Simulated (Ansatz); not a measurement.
# PbTe: response to strain

The parent structure is PbTe in the rock salt structure (space group Fm-3m, No. 225; a = 6.380 Å). Axes: x, y, z lie along the cube axes.

Strains are applied to the cell and any free atomic positions relax.

Level of theory: DFT with LDA, PAW potentials and a 420 eV plane-wave cutoff in Ansatz (an electronic-structure program), no SOC.

Notes on the quantities. energy relative to the base: free energy F.

| case | smallest direct gap | band gap | energy relative to the base |
|---|---|---|---|
| base | 0.57 eV | 0.57 eV | 0 meV/atom |
| tensor shear ε_xy = +2.00 % | 0.54 eV | 0.35 eV | +2.6 meV/atom |
| tensor shear ε_xy = +1.43 % | 0.55 eV | 0.41 eV | +1.3 meV/atom |
| tensor shear ε_xy = +0.86 % | 0.56 eV | 0.48 eV | +0.5 meV/atom |
| tensor shear ε_xy = +0.29 % | 0.57 eV | 0.54 eV | +0.1 meV/atom |
| tensor shear ε_xy = +1.14 % | 0.56 eV | 0.45 eV | +0.8 meV/atom |
| tensor shear ε_xy = +0.57 % | 0.57 eV | 0.51 eV | +0.2 meV/atom |
| tensor shear ε_xy = +1.71 % | 0.54 eV | 0.38 eV | +1.9 meV/atom |

Spin-orbit coupling, missing from the scalar runs, can matter with Pb and Te. Whether these cells are dynamically stable was not tested.
